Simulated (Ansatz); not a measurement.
The reference is Os in the hcp (Mg type) structure (space group P6_3/mmc, No. 194; a = 2.7290 Å, c = 4.3091 Å; relaxed with 0.1 eV smearing). Axes: x lies along a and z along c of the hexagonal cell.

Computed with Kohn–Sham DFT with the PBEsol functional, run in Ansatz (a first-principles code) with PAW and 420 eV plane waves, spin-orbit coupling left out.

Base values:

- Shortest interatomic distance = 2.669 Å

The change: compressive biaxial strain of 1.50 % in the plane normal to [001], as in epitaxy on a mismatched substrate; the out-of-plane cell vector and the atoms relax.

### Question
What does the calculation give for the shortest interatomic distance after the change?

### Answer
The shortest interatomic distance is nearly the same (2.669 Å against 2.670 Å).

### Question
Predict the new in-plane stress.

### Answer
The mean in-plane stress (compression positive) comes out as +14.8 GPa.

### Question
What happens to the out-of-plane strain?

### Answer
The out-of-plane strain is +0.82 %.

Whether these cells are dynamically stable was not tested. All final runs are without spin polarisation.
